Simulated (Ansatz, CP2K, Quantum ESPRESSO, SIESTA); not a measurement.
**One structure in several programs: NiS₂ (P2_1, 6 atoms in the cell)**

Self-consistent single point.

```xyz
6
Lattice="4.0777 0.0000 0.0000 0.0000 5.2015 0.0000 -2.0103 0.0000 4.8802" Properties=species:S:1:pos:R:3 pbc="T T T"
Ni     1.5559     4.3359     3.6576
Ni     0.5115     1.7352     1.2226
S      0.2519     4.9414     2.0356
S      1.8155     2.3407     2.8446
S      1.2818     1.1258     4.4778
S      0.7855     3.7265     0.4024
```

Shared settings, as Ansatz (a first-principles code) writes them: kpoints.mp_grid.grid = 6 5 5; scf.occupations.method = fermi_dirac; scf.occupations.width = 0.02 eV. Potentials and cutoffs stand in the table.

| code | model | pressure (GPa) | largest force (eV/Å) | cutoff |
|---|---|---|---|---|
| SIESTA | LDA PW92, numerical atomic orbitals TZP, PseudoDojo LDA standard norm-conserving potentials (rewritten from UPF to PSML) | -6.68 | 0.735 | grid 400 Ry |
| CP2K | LDA (Pade form), GPW, DZVP-MOLOPT-SR-GTH basis, GTH-PADE potentials (GTH_POTENTIALS) | -4.17 | 0.317 | grid 600 Ry |
| Ansatz | LDA (PW92), default PAW files made with PBE | -4.32 | 0.381 | default |
| Quantum ESPRESSO | LDA (PZ), PSlibrary ultrasoft (LDA) pseudopotentials | -4.17 | 0.377 | 50 Ry |

Size of the force on each atom (eV/Å): Sizes of forces hide their directions.

```
code                Ni1    Ni2     S3     S4     S5     S6
----------------  -----  -----  -----  -----  -----  -----
SIESTA            0.015  0.015  0.735  0.735  0.720  0.720
CP2K              0.021  0.021  0.317  0.317  0.304  0.304
Ansatz            0.021  0.021  0.381  0.381  0.370  0.370
Quantum ESPRESSO  0.021  0.021  0.377  0.377  0.365  0.365
```

On Ansatz's run: spin polarisation is off, so a magnetic state, if there is one, cannot be reached.

The spread over the programs that give each value: pressure within 2.51 GPa; largest force within 0.418 eV/Å.

SIESTA and CP2K use small atom-centred bases, whose incompleteness enters pressures, forces and empty levels differently from a plane-wave cutoff. Ansatz's pressure is given at a fixed set of plane waves, as the other plane-wave codes print theirs; with its correction for the finite basis it is -4.28 GPa. The same LDA comes in different parametrisations, which differ slightly. In the pressure, SIESTA (by 2.43) lies more than 1 GPa from the median of the plane-wave programs. In the force vectors, SIESTA (by 0.390) and CP2K (by 0.084) lie more than 0.08 eV/Å from the median of the plane-wave programs.

The starting cell comes from a database of computed structures (which also holds hypothetical and non-ambient phases and stackings), without a prior relaxation at this level.

Keys are those of Ansatz 0.2.
